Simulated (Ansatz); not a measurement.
Input and output of a self-consistent single point for HfCo (Cm, 4 atoms in the cell) (Ansatz, a first-principles code).

Method of the run: LDA (PW92), default PAW files made with PBE (plane waves; Ansatz).

```yaml
crystal:
  lattice:
    - [1.59092, -4.72229, 0.00000]
    - [1.59092, 4.72229, 0.00000]
    - [0.00000, 0.00000, 4.20090]
  atoms:
    - { symbol: Hf, position: [0.85948, 0.14052, 0.76190] }
    - { symbol: Hf, position: [0.14052, 0.85948, 0.25000] }
    - { symbol: Co, position: [0.58483, 0.41517, 0.75000], spin: 3.0 }
    - { symbol: Co, position: [0.41517, 0.58483, 0.25000], spin: 3.0 }
```
(The spins are starting values, not results.)

Reference input (self-consistent single point, DFT, LDA (PW92), plane waves, default PAW files made with PBE): basis.ecutwfc = 420 eV; kpoints.mp_grid.grid = 7 7 5; hamiltonian.xc = lda; hamiltonian.pseudopotentials = {kind: paw} (the program's default PAW files); magnetization.spin_polarized = true; scf.occupations.method = gaussian; scf.occupations.width = 0.1 eV. This run's input differs from it in these lines:

Ansatz 0.2 input:
```diff
@@ -14,3 +14,3 @@
   mp_grid:
-    grid: [7, 7, 5]
+    grid: [10, 10, 7]
 hamiltonian:
@@ -24,3 +24,3 @@
     method: gaussian
-    width: 0.1
+    width: 0.02
 output:
```

The program printed (abridged):

```
SCF iter   1: F=—  HF=-41081.038626 eV  |F-HF|=—  |Δ(HF+E_count)|=         —  Δρ=2.06e-1 (↑2.06e-1 ↓1.50e-1)  dr2=2.43e0  dr2_m=1.80e1  M=1.392 μB ∫|m|=1.713 μB  β_m=0.30  ethr=2.82e-3  ⟨swp⟩=1.2  Hψ=92235  notcnv=0
Mixer restart at iter 1: flushing history
all-band conjugate gradients solve this SCF's bands
preconditioner: auto → Kerker (q_TF=auto, 2.873 Å⁻¹)
spin=Collinear: Kerker preconditioning applied to the charge; magnetization (m = ρ↑ − ρ↓) channel mixes plain (no charge-response kernel on spin).
   [... lines left out ...]
SCF iter  15: F=—  HF=-41080.890179 eV  |F-HF|=—  |Δ(HF+E_count)|=   6.40e-9  Δρ=4.60e-6 (↑4.60e-6 ↓4.41e-6)  dr2=3.73e-8  dr2_m=1.23e-11  M=-0.000 μB ∫|m|=0.000 μB  β_m=0.73  ethr=7.22e-11  ⟨swp⟩=2.0  Hψ=27149  notcnv=0  defer=2257
SCF iter  16: F=-41080.890179 eV  HF=-41080.890179 eV  |F-HF|=1.35e-9  |Δ(HF+E_count)|=   3.42e-9  Δρ=1.05e-6 (↑8.70e-7 ↓1.05e-6)  dr2=1.73e-9  dr2_m=6.01e-12  M=-0.000 μB ∫|m|=0.000 μB  ethr=4.33e-11  ⟨swp⟩=8.4  Hψ=86089  notcnv=0
SCF 1 converged in 16 iterations: F = -41080.890179 eV  dr2 = 1.73e-9
WARN: the starting moments were not kept: the SCF closed with an absolute magnetisation of 7.3e-6 μB, where they sum to 6 μB in size (2 sites) …
Magnetization: -0.0000 μB (43.0000 up, 43.0000 down)
   [... lines left out ...]
Absolute magnetization: 0.0000 μB (∫|ρ↑−ρ↓|, with the PAW one-centre terms)
Free energy (F): -41080.890179 eV
Fermi energy:    19.968061 eV
   [... lines left out ...]
  atom   4  Co     0.00000000    -0.10263498     0.11291670
--- Stress (GPa, compression-positive) ---
       -8.193487       0.000000       0.000000
        0.000000     -11.500282       0.218789
        0.000000       0.218789     -12.504170
  P = ⅓ Tr σ = -10.7326 GPa (-107.326 kbar)
  The stress holds the Pulay correction. Without it, at fixed plane waves, as pw.x and ABINIT print it: P = -10.8498 GPa
```

The run converged in 16 iterations. Against the reference run the free energy goes up by 2.6 meV/atom, the pressure stays near -10.73 GPa while the xx stress (positive for compression) goes from -9.91 to -8.19 GPa and the largest force goes from 0.297 to 0.350 eV/Å.

The starting cell comes from a database of computed structures (which also holds hypothetical and non-ambient phases and stackings), without a prior relaxation at this level. Its lattice was rescaled by up to half a per cent. One atom was moved a little off its site on purpose. The starting moments vanished: the run ended non-magnetic, which need not be the lowest state. The program warned that a starting moment was not kept. With a pressure of about -11 GPa the cell is away from its equilibrium volume at this level. Ansatz's pressure includes its estimate of the finite-basis (Pulay) stress.

Cost on one core of a shared machine: roughly 3 min.
